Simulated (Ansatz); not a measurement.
Ansatz (a first-principles code) run on Au (Fm-3m, 1 atom in the cell): self-consistent single point.

Level of theory: PBEsol, default PAW files made with PBE (plane waves; Ansatz).

```xyz
1
Lattice="0.0000 2.0339 2.0339 2.0339 0.0000 2.0339 2.0339 2.0339 0.0000" Properties=species:S:1:pos:R:3 pbc="T T T"
Au     0.0000     0.0000     0.0000
```

Reference input (self-consistent single point, DFT, PBEsol, plane waves, default PAW files made with PBE): basis.ecutwfc = 420 eV; kpoints.mp_grid.grid = 14 14 14; hamiltonian.xc = pbesol; hamiltonian.pseudopotentials = {kind: paw} (the program's default PAW files); scf.occupations.method = fermi_dirac; scf.occupations.width = 0.1 eV. This run's input differs from it in these lines:

Ansatz 0.2 input:
```diff
@@ -11,3 +11,3 @@
 kpoints:
-  mp_grid: { grid: [14, 14, 14] }
+  mp_grid: { grid: [12, 12, 12] }
 hamiltonian:
```

Output, abridged:

```
SCF iter   1: F=—  HF=-13007.097718 eV  |F-HF|=—  |Δ(HF+E_count)|=         —  Δρ=6.41e-3  dr2=6.45e-3  ethr=1.77e-3  ⟨swp⟩=4.6  Hψ=5045  notcnv=0
all-band conjugate gradients solve this SCF's bands
preconditioner: auto → none
SCF iter   2: F=—  HF=-13007.096173 eV  |F-HF|=—  |Δ(HF+E_count)|=   1.54e-3  Δρ=2.84e-3  dr2=1.20e-3  ethr=3.39e-5  ⟨swp⟩=1.0  Hψ=1584  notcnv=0
SCF iter   3: F=—  HF=-13007.095836 eV  |F-HF|=—  |Δ(HF+E_count)|=   3.37e-4  Δρ=4.20e-4  dr2=1.22e-5  ethr=6.30e-6  ⟨swp⟩=2.1  Hψ=1350  notcnv=0
SCF iter   4: F=—  HF=-13007.095834 eV  |F-HF|=—  |Δ(HF+E_count)|=   1.28e-6  Δρ=4.46e-5  dr2=1.22e-7  ethr=6.44e-8  ⟨swp⟩=2.8  Hψ=1671  notcnv=0
iter 5 did not close the SCF: its close was put off for the readings that it lacked (scf_convergence_deferred on its scf_iter line)
SCF iter   5: F=-13007.095834 eV  HF=-13007.095834 eV  |F-HF|=8.77e-10  |Δ(HF+E_count)|=   1.55e-7  Δρ=3.83e-6  dr2=1.73e-9  ethr=6.44e-10  ⟨swp⟩=2.7  Hψ=1647  notcnv=0
SCF iter   6: F=-13007.095834 eV  HF=-13007.095834 eV  |F-HF|=4.00e-11  |Δ(HF+E_count)|=  7.09e-11  Δρ=5.94e-7  dr2=5.02e-11  ethr=9.09e-12  ⟨swp⟩=2.2  Hψ=2982  notcnv=0
SCF 1 converged in 6 iterations: F = -13007.095834 eV  dr2 = 5.02e-11
Free energy (F): -13007.095834 eV
Internal energy: -13007.082592 eV  (E = F + TS)
E sigma→0 (E₀):  -13007.089213 eV
Entropy (-TS):   -0.013243 eV (-13.243 meV/atom)
Fermi energy:    20.770436 eV
--- Forces (eV/Å), atoms counted from 1 ---
  atom   1  Au    -0.00000000     0.00000000     0.00000000
--- Stress (GPa, compression-positive) ---
        2.069445      -0.000000      -0.000000
        0.000000       2.069445       0.000000
        0.000000      -0.000000       2.069445
  P = ⅓ Tr σ = 2.0694 GPa (20.694 kbar)
  The stress holds the Pulay correction. Without it, at fixed plane waves, as pw.x and ABINIT print it: P = 2.0220 GPa
```

The run converged in 6 iterations. Against the reference run the free energy rises by 5.2 meV/atom and the pressure moves little (2.04 to 2.07 GPa).

The starting cell has typed, rounded lattice constants, without a prior relaxation at this level. Its lattice was rescaled by up to half a per cent. Ansatz's pressure includes its estimate of the finite-basis (Pulay) stress.
